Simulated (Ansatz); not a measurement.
# Al on the Si site + Li interstitial in alpha quartz

These are PBE, PAW (plane waves to 420 eV; Ansatz, an electronic-structure program) values and carry that method's errors. Cell and caveats: 243-site cell; Γ-point k-points; start: the Si site; void 2.52 Å away; not converged in cell size; relaxed from one start, so a lower configuration may exist; flagged in the runs: a host whose relaxation on this sampling wasn't shown to rest.

Neighbours after relaxation, in Å: of the Al atom: O 1.72, O 1.72, O 1.79, O 1.79, Li 2.62; of the Li atom: O 1.92, O 1.92, O 2.02, O 2.02, Al 2.62, Si 2.65.

The name describes the start; the neighbours show where the atoms ended.

| charge | moment (μB) | point group | largest move off a lattice site (Å) |
|---|---|---|---|
| 0 | not spin-polarised | C2 | 0.20 |

Point groups are those of the whole cell at tolerances of 0.03 and 0.1 Å ("near" where only the looser one holds); none is given for unsettled states.

Flagged in the runs: a host whose relaxation on this sampling wasn't shown to rest.
